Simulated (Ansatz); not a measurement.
## How the bulk modulus B0 of InSe (P-6m2, No. 187; cell taken from a computed entry) moves with the method

No measured value is used here.

```json
[
 {"level (code)": "LDA (Ansatz)", "value (GPa)": "?", "cell (Å³/atom)": "27.79"},
 {"level (code)": "PBEsol (Ansatz)", "value (GPa)": "15.9", "cell (Å³/atom)": "29.34"},
 {"level (code)": "r²SCAN (Ansatz)", "value (GPa)": "14.3", "cell (Å³/atom)": "30.78"}
]
```

Task: Some entries are withheld; supply them.

Result: 
- LDA (Ansatz, a program for electronic structure), value (GPa): 28.5

LDA, PBEsol, r²SCAN: the bulk modulus is −V dP/dV from two relaxed cells at ±2 % in volume. LDA: LDA has no dispersion term either, though it tends to give short spacings of layers, chains or molecules. LDA, PBEsol, r²SCAN: the relaxation could not lower the start's symmetry, so the cell can be a saddle point above a distorted one. PBEsol, r²SCAN: the cell comes from a level without a dispersion term, which matters for the spacing of layers, chains or molecules. Each level is taken at its own relaxed cell. Cutoffs differ between the levels. Ansatz's density-functional and Hartree–Fock values are scalar-relativistic unless marked +SOC, with PAW data made under PBE.
